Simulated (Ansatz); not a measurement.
Base system: BN in the zinc blende structure (space group F-43m, No. 216; a = 3.6247 Å).

Computed with PBE (Ansatz, a program for electronic structure, PAW, scalar-relativistic without spin-orbit coupling).

For the base:

- Smallest direct gap = 8.79 eV
- Gap character = indirect, Γ → X

Modification: every lattice vector is shortened by 2.00 %; the atoms relax in the strained cell.

Q: Predict the new mean gap deformation potential ΔEg/Δln V.

A: The mean gap deformation potential ΔEg/Δln V amounts to -1.0 eV.

Q: Predict the new energy relative to the base.

A: The energy increases by 26 meV/atom.

Q: What happens to the smallest direct gap?

A: The smallest direct gap rises by 0.29 eV to 9.08 eV.

Q: Estimate the effect on the gap character.

A: The gap character remains indirect, Γ → X.

Gaps are Kohn–Sham eigenvalue differences; semilocal functionals usually give less than the measured gap. Whether these cells are dynamically stable was not tested.
